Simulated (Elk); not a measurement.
**Input and output of a self-consistent single point for TaTc (R-3m, 2 atoms in the cell) (Elk)**

Method: PBE, all-electron FP-LAPW, Elk's shipped species files, APW+lo basis with extra local orbitals (Elk).

Input:

```
tasks
  0

xctype
  20

rgkmax
  8.0

gmaxvr
  16.0

nxlo
  2

lorbcnd
  .true.

rmtscf
  0.91

lmaxi
  2

swidth
  0.00499791

maxscl
  100

scale
  9.24746283

avec
    0.2943500737    0.1699430400    0.9404665849
   -0.2943500737    0.1699430400    0.9404665849
    0.0000000000   -0.3398862428    0.9404665555

sppath
  './'

atoms
  2
  'Tc.in'
  1
  0.0000000000  0.0000000000  0.0000000000    0.0 0.0 0.0
  'Ta.in'
  1
  0.5000000000  0.5000000000  0.5000000000    0.0 0.0 0.0

ngridk
  7 7 7
```

The program printed (abridged):

```
│ Elk code version 10.2.4 │

All units are atomic (Hartree, Bohr, etc.)

│ Ground-state run starting from atomic densities │

Lattice vectors :
   2.721991366       1.571541946       8.696929787
  -2.721991366       1.571541946       8.696929787
   0.000000000      -3.143085397       8.696929515

Unit cell volume      :    223.2184401
Brillouin zone volume :    1.111244274

Muffin-tin inner radius fraction :   0.1000000000E-01

Nuclei treated as point charges

Species :    1 (Tc)
 parameters loaded from : Tc.in
 name : technetium
 nuclear charge    :   -43.00000000
 electronic charge :    43.00000000
 atomic mass :    178643.0715
 muffin-tin radius :    2.366000000
 number of radial points in muffin-tin :    597
 atomic positions (lattice), magnetic fields (Cartesian) :
   1 :   0.00000000  0.00000000  0.00000000    0.00000000  0.00000000  0.00000000

Species :    2 (Ta)
 parameters loaded from : Ta.in
 name : tantalum
 nuclear charge    :   -73.00000000
 electronic charge :    73.00000000
 atomic mass :    329847.8433
 muffin-tin radius :    2.548000000
 number of radial points in muffin-tin :    697
 atomic positions (lattice), magnetic fields (Cartesian) :
   1 :   0.50000000  0.50000000  0.50000000    0.00000000  0.00000000  0.00000000

Total number of atoms per unit cell :    2

Spin treatment :
 spin-unpolarised

Number of Bravais lattice symmetries :   12
Number of crystal symmetries         :   12
Crystal has inversion symmetry
Real symmetric eigensolver will be used

k-point grid :      7     7     7
k-point offset :    0.000000000       0.000000000       0.000000000
k-point set is reduced with full crystal symmetry group
Total number of k-points :       44

Muffin-tin radius times maximum |G+k| :    8.000000000
 using average radius
Maximum |G+k| for APW functions       :    3.256003256
Maximum (1/2)|G+k|²                   :    5.300778602
Maximum |G| for potential and density :    16.00000000
 potential will be trimmed for |G| > 2 gkmax
Constant for pseudocharge density :   10
Radial integration step length :    4

G-vector grid sizes :     48    48    48
Number of G-vectors :    15399

Maximum angular momentum used for
 APW functions                      :    8
 outer part of muffin-tin           :    6
 inner part of muffin-tin           :    2

Total nuclear charge    :   -116.0000000
Total core charge       :    74.00000000
Total valence charge    :    42.00000000
Total excess charge     :    0.000000000
Total electronic charge :    116.0000000

Effective Wigner radius, rₛ :   0.7716040351

Number of empty states         :    8
Total number of valence states :   29
Total number of core states    :   74

Conduction state local-orbitals added automatically
Total number of local-orbitals :  179

Exchange-correlation functional :     20     0     0
 Perdew-Burke-Ernzerhof, Phys. Rev. Lett. 77, 3865 (1996)
 gradient requirement :    1
 generalised gradient approximation (GGA)

Smearing type :    3
 Fermi-Dirac
Smearing width :   0.4997910000E-02
Effective electronic temperature (K) :    1578.215154

Mixing type :    3
 Broyden mixing, J. Phys. A: Math. Gen. 17, L317 (1984)

Kohn-Sham potential initialised from atomic data

│ Self-consistent loop started │
│ Loop number : 1 │
 total energy                :     -19916.3249528
│ Loop number : 2 │
 total energy                :     -19916.0550254
RMS change in Kohn-Sham potential (target) :   0.2927029816     (  0.1000000000E-05)
Absolute change in total energy (target)   :   0.2699274021     (  0.1000000000E-03)
│ Loop number : 3 │
 total energy                :     -19917.2988028
RMS change in Kohn-Sham potential (target) :   0.2643641523     (  0.1000000000E-05)
Absolute change in total energy (target)   :    1.176295561     (  0.1000000000E-03)
│ Loop number : 4 │
 total energy                :     -19917.2719944
RMS change in Kohn-Sham potential (target) :   0.2232951556     (  0.1000000000E-05)
Absolute change in total energy (target)   :   0.2672654896     (  0.1000000000E-03)
│ Loop number : 5 │
 total energy                :     -19916.3041409
RMS change in Kohn-Sham potential (target) :   0.1564974943     (  0.1000000000E-05)
Absolute change in total energy (target)   :   0.9010371337     (  0.1000000000E-03)
│ Loop number : 6 │
 total energy                :     -19915.0137470
RMS change in Kohn-Sham potential (target) :   0.8560624651E-01 (  0.1000000000E-05)
Absolute change in total energy (target)   :    1.515653179     (  0.1000000000E-03)
│ Loop number : 7 │
 total energy                :     -19913.3784932
RMS change in Kohn-Sham potential (target) :   0.1034334103E-01 (  0.1000000000E-05)
Absolute change in total energy (target)   :    2.014167075     (  0.1000000000E-03)
│ Loop number : 8 │
 total energy                :     -19913.1948891
RMS change in Kohn-Sham potential (target) :   0.5567049262E-02 (  0.1000000000E-05)
Absolute change in total energy (target)   :   0.6871458406     (  0.1000000000E-03)
│ Loop number : 9 │
 total energy                :     -19913.0282944
RMS change in Kohn-Sham potential (target) :   0.2464311059E-02 (  0.1000000000E-05)
Absolute change in total energy (target)   :   0.3383811791     (  0.1000000000E-03)
│ Loop number : 10 │
 total energy                :     -19912.9694241
RMS change in Kohn-Sham potential (target) :   0.1529853201E-03 (  0.1000000000E-05)
Absolute change in total energy (target)   :   0.1434655718     (  0.1000000000E-03)
│ Loop number : 11 │
 total energy                :     -19912.9836096
RMS change in Kohn-Sham potential (target) :   0.9134271723E-03 (  0.1000000000E-05)
Absolute change in total energy (target)   :   0.2168089803E-01 (  0.1000000000E-03)
│ Loop number : 12 │
 total energy                :     -19912.9723531
RMS change in Kohn-Sham potential (target) :   0.3126762976E-03 (  0.1000000000E-05)
Absolute change in total energy (target)   :   0.1667674831E-01 (  0.1000000000E-03)
│ Loop number : 13 │
 total energy                :     -19912.9706194
RMS change in Kohn-Sham potential (target) :   0.1634399867E-03 (  0.1000000000E-05)
Absolute change in total energy (target)   :   0.5902887355E-02 (  0.1000000000E-03)
│ Loop number : 14 │
 total energy                :     -19912.9680461
RMS change in Kohn-Sham potential (target) :   0.2206189369E-04 (  0.1000000000E-05)
Absolute change in total energy (target)   :   0.4048972827E-02 (  0.1000000000E-03)
│ Loop number : 15 │
 total energy                :     -19912.9676839
RMS change in Kohn-Sham potential (target) :   0.7017817618E-05 (  0.1000000000E-05)
Absolute change in total energy (target)   :   0.1374470070E-02 (  0.1000000000E-03)
│ Loop number : 16 │
 total energy                :     -19912.9677639
RMS change in Kohn-Sham potential (target) :   0.3605542407E-05 (  0.1000000000E-05)
Absolute change in total energy (target)   :   0.2636894169E-03 (  0.1000000000E-03)
│ Loop number : 17 │
 total energy                :     -19912.9678208
RMS change in Kohn-Sham potential (target) :   0.7536263823E-06 (  0.1000000000E-05)
Absolute change in total energy (target)   :   0.9012121154E-05 (  0.1000000000E-03)
Convergence targets achieved

│ Loop number : 18 │

Energies :
 Fermi                       :     0.471468894524
 sum of eigenvalues          :     -12100.5258267
 electron kinetic            :      21993.5326608
 core electron kinetic       :      21292.3225798
 Coulomb                     :     -41459.8736321
 Coulomb potential           :     -33510.5409410
 nuclear-nuclear             :     -1651.10359719
 electron-nuclear            :     -46106.9991288
 Hartree                     :      6298.22909389
 Madelung                    :     -24704.6031616
 xc potential                :     -583.517546486
 exchange                    :     -439.971913421
 correlation                 :     -6.64914523423
 electron entropic           :    -0.579864337419E-02
 total energy                :     -19912.9678286

Density of states at Fermi energy :    70.98613757
 (states/Hartree/unit cell)

Estimated indirect band gap :   0.1071546507E-02
 from k-point     35 to k-point     29
Estimated direct band gap   :   0.6054977554E-02
 at k-point     37

Charges :
 core                        :    74.00000000
 valence                     :    42.00000000
 interstitial                :    3.938103722
 muffin-tins (core leakage)
  species :    1 (Tc)
   atom    1                 :    41.00053168     (  0.7296143920E-06)
  species :    2 (Ta)
   atom    1                 :    71.06136460     (  0.1249432216E-05)
 total in muffin-tins        :    112.0618963
 total calculated charge     :    116.0004846
 total charge                :    116.0000000
 error                       :   0.4846423002E-03

│ Self-consistent loop stopped │
```

The run converged in 18 iterations. The count includes the last loop, which Elk runs after its targets are met.

The starting cell was generated: these elements placed on a structure prototype, without a prior relaxation; it need not be a known phase or ordering of this composition. Spin-orbit coupling is off. Spin polarisation is off. Values depend on the basis (sphere radii, cutoffs, local orbitals), which need not be converged. The log's line on a gap gives a spacing of levels on this mesh, which the program prints for metals too.
